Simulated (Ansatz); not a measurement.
Start from MoP (space group P-6m2, No. 187; relaxed with 0.1 eV smearing).

```
CELL_PARAMETERS angstrom
      3.20755     0.00000     0.00000
     -1.60378     2.77782     0.00000
      0.00000     0.00000     3.17271
ATOMIC_POSITIONS crystal
  Mo 0.00000 0.00000 0.00000
  P  0.66667 0.33333 0.50000
```

Cartesian axes are those of the cell as printed.

All numbers come from plane-wave PAW DFT at the PBEsol level (Ansatz, a quantum-chemistry and plane-wave program, 420 eV), without spin-orbit coupling.

Base values:

```
Quantity                         Value
-----------------------------  -------
Pressure                       0.0 GPa
Shortest interatomic distance  2.438 Å
```

Now apply this change: the symmetric strain tensor [-0.0241 0.0034 0.0034; 0.0034 0.0241 -0.0083; 0.0034 -0.0083 -0.0011]; the atoms relax in the strained cell.

How does this affect the largest internal atomic displacement?

The largest internal atomic displacement is 0.013 Å.

What happens to the energy relative to the base?

The energy goes up by 15 meV/atom.

What happens to the pressure?

The pressure (mean of the normal stresses, compression positive) goes from zero to 0.6 GPa.

What happens to the shortest interatomic distance?

The shortest interatomic distance drops by 0.0258 Å (2.438 Å → 2.413 Å).

Stability against distortions was not tested. The final runs are not spin-polarised. An odd electron count without spin: MoP.
